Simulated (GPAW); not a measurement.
# Equation of state of fcc Cu (space group 225): energy against volume (GPAW, PBE)

```
CELL_PARAMETERS angstrom
      0.00000     1.77290     1.77290
      1.77290     0.00000     1.77290
      1.77290     1.77290     0.00000
ATOMIC_POSITIONS crystal
  Cu 0.00000 0.00000 0.00000
```

Method of the run: PBE, GPAW PAW datasets PBE (gpaw-data 1.0.1) (plane waves; GPAW). Settings: mode = pw; ecut = 780 eV; xc = PBE; kpts = 28 28 28; mesh shift (steps) = 0 0 0; occupations.name = fermi-dirac; occupations.width = 0.05 eV; nbands = -5; convergence.density = 1e-05 e/electron; convergence.energy = 1e-05 eV/electron; symmetry.symmorphic = false; symmetry.tolerance = 0.0005; maxiter = 150. The cell above is the first row's. The rows scale it uniformly. In all rows the k mesh is held. E is the free energy at the stated smearing, counted from the lowest row.

```csv
V (Å^3/atom),E (meV/atom)
11.145,37.63
11.387,19.97
11.630,8.23
11.872,1.79
12.114,0.00
12.357,2.35
12.599,8.37
12.841,17.63
13.083,?
```

Fit E against V with the third-order Birch-Murnaghan form, a cubic in V^(-2/3), and predict the withheld value at V = 13.083.

With u = V^(-2/3) - 0.191, the rows have u = 0.009423, 0.006573, 0.003811, 0.001155, -0.001413, -0.003907, -0.006310, -0.008638. Least squares gives E = 0.446 + 779.15·u + 327918·u² + 861636·u³. Residuals (row less fit): 0.004, -0.010, 0.004, 0.005, 0.003, -0.006, 0.000, 0.002; standard error 0.007 (degrees of freedom: 4). Its minimum lies at u = -0.001194, so V0 = (0.189806)^(-3/2) = 12.09. There d²E/du² = 649700 and d³E/du³ = 5170000, so B0 = (4/9) × 12.09^(-7/3) × 649700 × 0.160218 = 138 GPa (the last factor turns the table's units into GPa), and B0' = 4 + (2/3) × 0.189806 × (5170000)/649700 = 5.0. The program's pressures in the fitted runs (not shown) pass through zero at V = 12.00, 0.76 % from this V0. At the withheld row, u = -0.010894, so E = 0.446 + 779.15 × (-0.010894) + 327918 × (-0.010894)² + 861636 × (-0.010894)³ = 29.761 meV/atom. The calculation gives 29.71 meV/atom, 0.051 meV/atom below the prediction (0.1 % of the range of E in the table). The row lies outside the fitted rows, so this is an extrapolation. From the scatter of the fitted rows alone, a prediction at this place has a standard error of 0.017 meV/atom, so the miss is 2.9 times that.

Carrying the step between the two nearest rows on in a straight line would have given 26.89, off by 2.82; series whose last step already gives the withheld value aren't shown. The scan was laid around a cell of about the measured size, scaled by a guess for this functional. Spin polarisation is off. Cutoffs and mesh are single choices, not tested for convergence of this quantity. Series with a scatter that would blur these digits, or in which a gap closes, are not shown. Nor are scans whose minimum lies at an end fitted in this form.
